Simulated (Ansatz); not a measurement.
## Several settings converged on HfGa₃ (I4mm, 4 atoms in the cell)

```
HfGa3
1.0
   -1.92277     1.92277     4.48780
    1.92277    -1.92277     4.48780
    1.92277     1.92277    -4.48780
Hf Ga
1 3
Direct
  0.00557   0.00557   0.00000
  0.50000   0.50000   0.00000
  0.75000   0.25000   0.50000
  0.25000   0.75000   0.50000
```

Base method: LDA (PW92), default PAW files made with PBE (plane waves; Ansatz, a program for electronic structure).

Base settings: basis.ecutwfc = 420 eV; kpoints.mp_grid.grid = 10 10 10; hamiltonian.xc = lda; hamiltonian.pseudopotentials = {kind: paw} (the program's default PAW files); scf.occupations.method = gaussian; scf.occupations.width = 0.1 eV.

The count of work is k-points × plane waves × bands × iterations; it is no time. Core times come from one kind of shared machine, to one figure; runs under 30 s give none.

**Shifted k-point meshes**

In this ladder: kpoints.mp_grid.shift = 0.5 0.5 0.5.

Only quantities that move along the ladder and can be compared are tabulated.

| kpoints.mp_grid.grid | free energy less the last step's (meV/atom) | pressure (GPa) | largest difference of a force vector from the last step's (eV/Å) | count of work / last |
|---|---|---|---|---|
| 2 2 2 | 178.13 | -3.09 | 0.091 | 0.0037 |
| 3 3 3 | -14.56 | -4.20 | 0.019 | 0.0064 |
| 4 4 4 | -0.26 | -4.05 | 0.011 | 0.012 |
| 6 6 6 | -4.62 | -3.95 | 0.007 | 0.034 |
| 8 8 8 | 0.67 | -3.89 | 0.007 | 0.060 |
| 10 10 10 | 1.12 | -3.93 | 0.002 | 0.12 |
| 13 13 13 | -0.17 | -3.93 | 0.003 | 0.21 |
| 23 23 23 | 0.00 | -3.94 | 0.000 | 1.0 |

Coarsest kpoints.mp_grid.grid that holds the free energy within 1 meV/atom of the last step, with all finer ones: 13 13 13, at 0.21 of the last step's count of work; the step before is off by 1.1 meV/atom.

Coarsest kpoints.mp_grid.grid that holds the pressure within 0.1 GPa of the last step, with all finer ones: 6 6 6, at 0.034 of the last step's count of work; the step before is off by 0.11 GPa.

Coarsest kpoints.mp_grid.grid that holds the forces within 0.01 eV/Å of the last step, with all finer ones: 6 6 6, at 0.034 of the last step's count of work; the step before is off by 0.011 eV/Å.

**The width of Fermi-Dirac smearing**

In this ladder: kpoints.mp_grid.grid = 16 16 16; scf.occupations.method = fermi_dirac.

Narrow widths need finer meshes than wide ones, so the last steps can hold mesh noise.

Only quantities that move along the ladder and can be compared are tabulated; pressure and forces are left out, as mesh noise rules them at narrow widths.

| scf.occupations.width | free energy less the last step's (meV/atom) | energy extrapolated to zero width less the last step's (meV/atom) | core time / last (rough) |
|---|---|---|---|
| 1 eV | -664.24 | 71.48 | 1 |
| 0.5 eV | -133.45 | 20.75 | 0.9 |
| 0.3 eV | -39.08 | 4.38 | 1 |
| 0.2 eV | -13.78 | 0.98 | 1 |
| 0.1 eV | 0.00 | 0.00 | 1 |

Widest scf.occupations.width that holds the free energy within 5 meV/atom: not settled: the last two steps still differ by 14 meV/atom, over half the tolerance, so the ladder does not show it.

Widest scf.occupations.width that holds the energy extrapolated to zero width within 2 meV/atom of the last step, with all finer ones: 0.2 eV; the step before is off by 4.4 meV/atom.

The extrapolation to zero width removes most of the smearing's effect on the energy.

**The mesh under tetrahedron occupations**

In this ladder: scf.occupations.method = tetrahedron; scf.occupations.width = default.

Only quantities that move along the ladder and can be compared are tabulated.

| kpoints.mp_grid.grid | free energy less the last step's (meV/atom) | largest difference of a force vector from the last step's (eV/Å) | count of work / last | core time / last (rough) |
|---|---|---|---|---|
| 5 5 5 | -4.13 | 0.010 | 0.023 | – |
| 6 6 6 | 2.71 | 0.019 | 0.037 | – |
| 8 8 8 | 0.79 | 0.006 | 0.063 | – |
| 10 10 10 | 0.41 | 0.002 | 0.11 | – |
| 12 12 12 | 0.23 | 0.003 | 0.17 | 0.2 |
| 18 18 18 | 0.01 | 0.000 | 0.51 | 0.5 |
| 23 23 23 | 0.00 | 0.000 | 1.0 | 1 |

Coarsest kpoints.mp_grid.grid that holds the free energy within 2 meV/atom of the last step, with all finer ones: 8 8 8, at 0.063 of the last step's count of work; the step before is off by 2.7 meV/atom.

Coarsest kpoints.mp_grid.grid that holds the forces within 0.005 eV/Å of the last step, with all finer ones: 10 10 10, at 0.11 of the last step's count of work; the step before is off by 0.006 eV/Å.

On the base run: the starting cell comes from a database of computed structures (which also holds hypothetical and non-ambient phases and stackings), without a prior relaxation at this level. Its lattice was rescaled by up to half a per cent. One atom was moved a little off its site on purpose. In the base run, with a pressure of about -4 GPa the cell is away from its equilibrium volume at this level. Ansatz's pressure includes its estimate of the finite-basis (Pulay) stress.

Left out of this page: 2 runs of the series outside the window shown, repeating another row's setting, or not comparable.

Keys are those of Ansatz 0.2.
